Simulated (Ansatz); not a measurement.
Cr on the Si site in 4H silicon carbide: one set of geometries, relaxed with PBE, evaluated in Ansatz (PAW, plane waves to 420 eV, 500 eV under r2SCAN) with PBE, r2SCAN.

Set-up: 96-site cell; 2×2×2 shifted k-points; start: the Si(h) site; charged states image-corrected; no Hubbard U; finite-size errors of tenths of an eV; flagged in the runs: a host whose relaxation on this sampling wasn't shown to rest.

```tsv
quantity	PBE	r2SCAN
host gap (eV)	2.23	___
ε(+1/0) above the VBM (eV)	0.18	not settled
ε(0/−1) above the VBM (eV)	2.06	___
largest moment on one atom at charge +1 (μB)	0.88	___
neutral formation energy against bcc Cr, antiferromagnetic, silicon (eV)	2.55	___
largest moment on one atom at charge 0 (μB)	1.60	___
largest moment on one atom at charge −1 (μB)	1.98	___
```

### Question
Given the lower rungs, what does r2SCAN give?

### Answer

- host gap (eV), r2SCAN: 2.59
- ε(0/−1) above the VBM (eV), r2SCAN: 2.17
- largest moment on one atom at charge +1 (μB), r2SCAN: 0.99
- neutral formation energy against bcc Cr, antiferromagnetic, silicon (eV), r2SCAN: 2.37
- largest moment on one atom at charge 0 (μB), r2SCAN: 1.72
- largest moment on one atom at charge −1 (μB), r2SCAN: 2.15

Ansatz is a program for electronic structure.
